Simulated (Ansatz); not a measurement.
Functionals compared on Cl on the 1x1 (111) surface of fcc Cu, one in a 2x2 cell, started at the site 'bridge Cu-Cu (span 2.6 Å)', in Ansatz (plane waves, PAW). The structure was relaxed with PBE; the other rows are single points on it, each with its references at the same level. Cutoff 420 eV (500 eV for r2SCAN).

Set-up: 17 atoms, 6.2 Å thick at the start under the adsorbate (thin: gaps and levels are the slab's own); mesh 6x6x1; 0.1 eV smearing; dipole correction on; 8 atoms held, the rest relaxed; symmetry of the start imposed; no spin, no spin-orbit, no U, no dispersion correction. At the end it is bonded to 2 Cu. In PBE this state lies 0.07 eV over the lowest of the starts that converged ('hollow Cu-Cu-Cu over Cu at depth 4.1 Å'). These notes are the PBE run's. Adsorption energies are against ½ Cl2(g). A negative adsorption energy means that the adsorbate is more stable on the surface than in its reference.

| functional | adsorption energy (eV) | work function of the top face (eV) | change of the work function (eV) | rough cost of the single point |
|---|---|---|---|---|
| PBE | -1.67 | 5.49 | 0.71 | – |
| RPBE | ? | ? | ? | about 80 core-seconds (a rough figure) |
| r2SCAN | -2.05 | 5.59 | 0.78 | very roughly 3 core-minutes |

### Question
Fill in the missing entries.

### Answer

- RPBE, adsorption energy (eV): -1.47
- RPBE, work function of the top face (eV): 5.37
- RPBE, change of the work function (eV): 0.77

Ansatz is a quantum-chemistry and plane-wave program.
